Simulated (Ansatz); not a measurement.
The cell is built on a prototype and need not be the phase stable at ambient conditions.

The decay constant κ of evanescent states in the gap governs leakage through a thin film.

Consider the following.

```
CaO
1.0
    2.89941     0.00000     0.00000
    0.00000     2.89941     0.00000
    0.00000     0.00000     2.89941
Ca O
1 1
Direct
  0.00000   0.00000   0.00000
  0.50000   0.50000   0.50000
```

Space group of this cell: Pm-3m, CsCl type. The cell was relaxed by PBE-D3(BJ).

Transport runs along the normal of the first two printed cell vectors.

The gap is the functional's own. No spin-orbit coupling. Mid-gap values are interpolated on the energy grid.

Question: Compute, with r2SCAN run with Ansatz (a program for electronic structure), the band gap and the smallest decay constant κ at mid-gap.

Answer: Gap 3.28 eV on a 10×10×10 mesh; κ = 0.284 1/Å, at the zone centre.
